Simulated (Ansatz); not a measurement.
The reference is InAs in the zinc blende structure (space group F-43m, No. 216; a = 6.186 Å).

Now apply this change: a hydrostatic pressure of 45 GPa.

Levels (all Ansatz, a first-principles code, PAW): PBE (420 eV, spin-orbit coupling left out); r2SCAN (500 eV, no SOC); HSE06 (420 eV, no spin-orbit coupling); PBE+SOC (420 eV, noncollinear with spin-orbit coupling).

One geometry, relaxed with PBE, under each level:

Notes on the quantities. hole mass: degenerate bands, along [100].

The valence-band top lists the three highest levels at Γ (Kramers pairs under SOC), from the VBM.

| level | band gap | lowest conduction level above the VBM at special points | valence-band top at Γ | electron mass | hole mass | pressure |
|---|---|---|---|---|---|---|
| PBE | 0.87 eV | X 0.87 eV; Γ 1.33 eV; L 1.65 eV; U 1.77 eV | 0.00, 0.00, 0.00 eV | 1.4 mₑ along k, 0.22 mₑ across (at X) | 0.077, 0.26, 0.26 mₑ (at Γ) | 45.00 GPa |
| r2SCAN | 1.17 eV | X 1.17 eV; Γ 1.88 eV; L 2.09 eV; U 2.10 eV | – | 1.4 mₑ along k, 0.21 mₑ across (at X) | 0.100, 0.26, 0.26 mₑ (at Γ) | 43.26 GPa |
| HSE06 | 1.43 eV | X 1.43 eV; Γ 2.23 eV; L 2.45 eV | – | – | – | – |
| PBE+SOC | 0.75 eV | X 0.75 eV; Γ 1.21 eV; L 1.52 eV; U 1.64 eV | 0.00, 0.00, -0.39 eV | 1.5 mₑ along k, 0.22 mₑ across (at X) | 0.091, 0.24 mₑ (at Γ) | 44.87 GPa |

Single points use the geometry relaxed with PBE. Their cutoffs differ, which shifts pressures a little. HSE06 was sampled on its mesh, a few special points and the semilocal edge points, so its gap is an upper bound. Differences between runs with and without spin-orbit coupling are approximate. Load acts through the strain it causes; cell and atoms are relaxed under it. Masses are band curvatures over ±0.01 Å⁻¹ around the edge. Along k means along the line from Γ to the band edge. Whether these cells are dynamically stable was not tested. The runs without spin-orbit coupling are not spin-polarised. Measured, InAs leaves this structure (for rock salt) near 7 GPa (temperature not stated; as listed in Datta, Sujoy, Jana, Debnarayan, arXiv (2020)). A zero or small gap of InAs can be the functional's error rather than a property of the material.
